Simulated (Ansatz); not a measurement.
## Input and output of a self-consistent single point for MgPd (P4mm, 2 atoms in the cell) (Ansatz)

Method: LDA (PW92), default PAW files made with PBE (plane waves; Ansatz, a first-principles code).

Input as run:

Ansatz 0.2 input:
```yaml
crystal:
  lattice:
    - [3.13960300, 0.00000000, 0.00000000]
    - [0.00000000, 3.13960300, 0.00000000]
    - [0.00000000, 0.00000000, 3.13960300]
  atoms:
    - { symbol: Mg, position: [0.00000000, 0.00000000, 0.01592600] }
    - { symbol: Pd, position: [0.50000000, 0.50000000, 0.50000000] }
basis:
  ecutwfc: 30.9 Ry
kpoints:
  mp_grid: { grid: [11, 11, 11] }
hamiltonian:
  xc: lda
  pseudopotentials: { kind: paw }
scf:
  occupations: { method: gaussian, width: 0.0073 Ry }
output:
  forces: true
  eigenvalues: true
  stress: true
```

Output (repeated stretches shortened):

```
WARN ansatz: RAYON_NUM_THREADS=1 ignored (pool sized by the plan → 1); use --threads N
Pseudopotentials: kind: paw
Pseudopotential: Mg, paw, valence charge 10
Pseudopotential: Pd, paw, valence charge 18
Crystal: 2 atoms, lattice volume = 30.947 Å³
Basis set: ecut = 420.4159175005146 eV, 619 PW (Γ)
Bands: 18, of which v1, the nominal top of the filled ones, is band 14 counted from 1 (13 counted from 0)
Symmetry: 8 space group operations
Space group: P4mm (ITA 99), of the structure as read, at distance tolerance 3.1e-5 Å
k-points: 126 of 1331 (time reversal used)
PAW frozen core: Mg, regenerated for the run's functional, and the local potential with it
PAW frozen core: Pd, regenerated for the run's functional, and the local potential with it
Initial density: superposition of atomic densities (neutral atoms: chi_scale 0, normalization atom), corrected by the library's trained network
Initial wavefunctions: pseudopotential atomic-orbital guess
Eigensolver: davidson
Functional: x = slater, c = lda
SCF iter   1: F=—  HF=-8747.639468 eV  |F-HF|=—  |Δ(HF+E_count)|=         —  Δρ=1.07e-2  dr2=2.64e-2  ethr=1.77e-3  ⟨swp⟩=5.0  Hψ=10592  notcnv=0
all-band conjugate gradients solve this SCF's bands
preconditioner: auto → none
SCF iter   2: F=—  HF=-8747.631687 eV  |F-HF|=—  |Δ(HF+E_count)|=   7.78e-3  Δρ=5.07e-3  dr2=6.87e-3  ethr=9.43e-5  ⟨swp⟩=1.9  Hψ=4379  notcnv=0
SCF iter   3: F=—  HF=-8747.629970 eV  |F-HF|=—  |Δ(HF+E_count)|=   1.72e-3  Δρ=6.51e-4  dr2=3.87e-5  ethr=2.45e-5  ⟨swp⟩=2.6  Hψ=3737  notcnv=0
SCF iter   4: F=—  HF=-8747.629964 eV  |F-HF|=—  |Δ(HF+E_count)|=   5.09e-6  Δρ=1.58e-4  dr2=6.32e-6  ethr=1.38e-7  ⟨swp⟩=2.0  Hψ=3963  notcnv=0
iter 5 did not close the SCF: its close was put off for the readings that it lacked (scf_convergence_deferred on its scf_iter line)
SCF iter   5: F=-8747.629964 eV  HF=-8747.629964 eV  |F-HF|=2.48e-8  |Δ(HF+E_count)|=   5.46e-7  Δρ=2.18e-5  dr2=9.34e-8  ethr=2.26e-8  ⟨swp⟩=2.0  Hψ=2829  notcnv=0
SCF iter   6: F=-8747.629964 eV  HF=-8747.629964 eV  |F-HF|=9.08e-9  |Δ(HF+E_count)|=   1.59e-8  Δρ=5.93e-6  dr2=1.23e-8  ethr=3.34e-10  ⟨swp⟩=2.3  Hψ=7687  notcnv=0
SCF 1 converged in 6 iterations: F = -8747.629964 eV  dr2 = 1.23e-8
SCF converged after 6 iterations
Free energy (F): -8747.629964 eV
Harris-Foulkes:  -8747.629964 eV  (|F-HF|=9.08e-9)
Internal energy: -8747.624640 eV  (E = F + TS)
E sigma→0 (E₀):  -8747.627302 eV
Entropy (-TS):   -0.005324 eV (-2.662 meV/atom)
Fermi energy:    13.778347 eV
--- Per-component energies (eV) ---
  E_band       = -522.455273
  E_kinetic    = 593.136090
  E_local      = -3472.910064  (includes V_loc(G=0)·N_el)
  E_nonlocal   = 318.804922
  E_hartree    = 1324.934345
  E_xc         = -197.817260
  E_vxc        = -250.531156  (∫ρ·V_xc dr)
  E_paw        = -3894.209972  (= ΣΔE_a)
  E_vpaw       = -360.821310  (= ΣTr[D̂ρ^β])
  E_aug_tail   = 0.000166  (compensation charges beyond the density's cutoff)
  E_ewald      = -3420.394079
  E_core_change = 0.831213  (= ΣΔE_core)
  E_smearing   = -0.005324  (= −TS)
  E_closure    = -0.000000  (closes the sum)
  Σ components = -8747.629964   (vs F -8747.629964, Δ=0.00e0)
--- Forces (eV/Å), atoms counted from 1 ---
  atom   1  Mg     0.00000000     0.00000000    -0.20632541
  atom   2  Pd     0.00000000     0.00000000     0.20660704
  max |Σ_I F_I| component: 2.82e-4 eV/Å
--- Stress (GPa, compression-positive) ---
       -3.455206       0.000000       0.000000
        0.000000      -3.455206       0.000000
        0.000000       0.000000      -3.553456
  P = ⅓ Tr σ = -3.4880 GPa (-34.880 kbar)
  The stress holds the Pulay correction. Without it, at fixed plane waves, as pw.x and ABINIT print it: P = -3.5045 GPa
--- Band table (eV; the first three rows and the last of 126) ---
  k-point 0: bands = ["-70.6020", "-60.5803", "-36.3807", "-36.3807", "-36.3800", "-28.0017", "-28.0015", "-28.0015", "5.9411", "9.5688", "9.5708", "11.6269", "11.6292", "11.6292", "20.7469", "20.7500", "20.7500", "23.6776"]
  k-point 1: bands = ["-70.6018", "-60.5802", "-36.3841", "-36.3804", "-36.3804", "-28.0036", "-28.0015", "-28.0015", "6.0807", "9.5966", "9.6307", "11.5577", "11.5577", "11.6351", "19.6495", "20.9413", "20.9413", "23.5675"]
  k-point 2: bands = ["-70.6012", "-60.5800", "-36.3950", "-36.3794", "-36.3794", "-28.0087", "-28.0013", "-28.0013", "6.4876", "9.6727", "9.7932", "11.3745", "11.3745", "11.6571", "17.8079", "21.4779", "21.4779", "23.2698"]
  k-point 125: bands = ["-70.5936", "-60.5764", "-36.4217", "-36.4217", "-36.4209", "-28.0209", "-28.0207", "-28.0206", "9.3961", "9.4496", "9.4510", "12.2967", "12.2975", "16.3410", "17.1665", "17.1700", "19.8748", "21.1209"]
```

The run converged in 6 iterations.

The starting cell comes from a database of computed structures (which also holds hypothetical and non-ambient phases and stackings), without a prior relaxation at this level. Its lattice was rescaled by up to half a per cent. One atom was moved a little off its site on purpose. Spin polarisation is off. With a pressure of about -3 GPa the cell is away from its equilibrium volume at this level. Ansatz's pressure includes its estimate of the finite-basis (Pulay) stress.
